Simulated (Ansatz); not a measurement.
**AlAs under load (space group F-43m): band-edge transport data**

Consider the following.

```yaml
crystal:
  lattice:
    - [0.00000, 2.80808, 2.80808]
    - [2.80808, 0.00000, 2.80808]
    - [2.80808, 2.80808, 0.00000]
  atoms:
    - { symbol: Al, position: [0.00000, 0.00000, 0.00000] }
    - { symbol: As, position: [0.25000, 0.25000, 0.25000] }
```

Level of theory: PBE with spin-orbit coupling, rigid bands (plane waves, PAW; Ansatz, a quantum-chemistry and plane-wave program). Condition of this run: hydrostatic pressure of 2.4 GPa (compression positive) (the target of the relaxation). Geometry: cell and atoms relaxed with PBEsol, then loaded as said.

```
Item                                                                                                                                                          Result
---------------------------------------------------------------------------------------------------------------------------------------  ---------------------------
band gap                                                                                                                                                     1.30 eV
electron conductivity mass (300 K, dilute)                                                                                                                   0.33 mₑ
hole conductivity mass (300 K, dilute)                                                                                                                       0.59 mₑ
effective density of states N_c (300 K)                                                                                                                  1.7e19 cm⁻³
effective density of states N_v (300 K)                                                                                                                  2.4e19 cm⁻³
density-of-states mass, electrons                                                                                                                            0.77 mₑ
density-of-states mass, holes                                                                                                                                0.96 mₑ
Seebeck coefficient, n-type 1e19 cm⁻³, 300 K                                                                                                               -263 μV/K
best n-type power factor at 300 K for τ = 10 fs (best axis; densities from 1e16 to 1e21 cm⁻³ tried, whether or not they can be reached)  8.0 μW/(cm·K²) at 1e20 cm⁻³
Seebeck coefficient, p-type 1e19 cm⁻³, 300 K                                                                                                                304 μV/K
```

Rigid bands; masses and Seebeck coefficients take one relaxation time τ for all states and one kind of carrier; polarons and phonon drag are left out. Geometry: cell and atoms relaxed with PBEsol.
